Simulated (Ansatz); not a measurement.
Start from TiAl (space group P4/mmm, No. 123; a = 2.766 Å, c = 4.002 Å; relaxed with 0.1 eV smearing). Axes: x, y, z lie along a, b, c of the conventional cell.

Computed with plane-wave PAW DFT at the LDA level (Ansatz, an electronic-structure program, 420 eV), spin-orbit coupling left out.

One thing is altered: the cell is compressed by 3.00 % along x with no lateral relaxation, atoms relaxed at fixed cell.

### Question
What happens to the stress and energy relative to the base?

### Answer
The stress (xx, yy, zz, yz, xz, xy; compression positive) amounts to (7.0, 2.2, 3.2, 0.0, 0.0, 0.0) GPa; the energy rises by 9.8 meV/atom.

The cells carry an imposed strain or load. Whether these cells are dynamically stable was not tested. All final runs are without spin polarisation.
